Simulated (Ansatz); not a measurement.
## Smallest direct gap on the k points sampled of LaLuO3 (Pnma, No. 62) at several levels of theory

No measured value is used here.

```
level (code)     value (eV)
---------------  ----------
LDA (Ansatz)           4.06
PBEsol (Ansatz)  (withheld)
HSE06 (Ansatz)         6.33
PBE0 (Ansatz)          7.06
```

Question: Complete the blanks.

Answer: 
- PBEsol (Ansatz, an electronic-structure program), value (eV): 4.10

Computed values are for a static lattice. Levels without +SOC have no spin–orbit coupling; where heavier elements are present it shifts gaps, mostly down, and can invert bands.  Values are at a fixed cell, not relaxed at this level and not confirmed as the measured one. Cutoffs and k meshes differ between the levels. Ansatz's density-functional and Hartree–Fock values are scalar-relativistic unless marked +SOC, with PAW data made under PBE.
